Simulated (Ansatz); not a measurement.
**What isotropic strain −1.00 % does to Al2Pt**

The parent structure is Al2Pt (space group Fm-3m, No. 225; a = 5.9465 Å; relaxed with 0.1 eV smearing).

One thing is altered: every lattice vector is shortened by 1.00 %; the atoms relax in the strained cell.

The values are results of Ansatz (a quantum-chemistry and plane-wave program), PBE, PAW, cutoff 420 eV, no SOC, not measurements. Γ-centred 17×17×17 mesh, Fermi–Dirac width 0.1 eV.

```csv
quantity,base,changed,shift
volume per atom,17.52 Å³,17.00 Å³,-0.52 Å³
space group,Fm-3m (No. 225),Fm-3m (No. 225),–
energy relative to the base (free energy F),0 meV/atom,+6.6 meV/atom,+6.6 meV/atom
pressure,0.0 GPa,4.2 GPa,+4.2 GPa
band gap,zero,zero,–
```

Stability against distortions was not tested. The final runs are not spin-polarised.
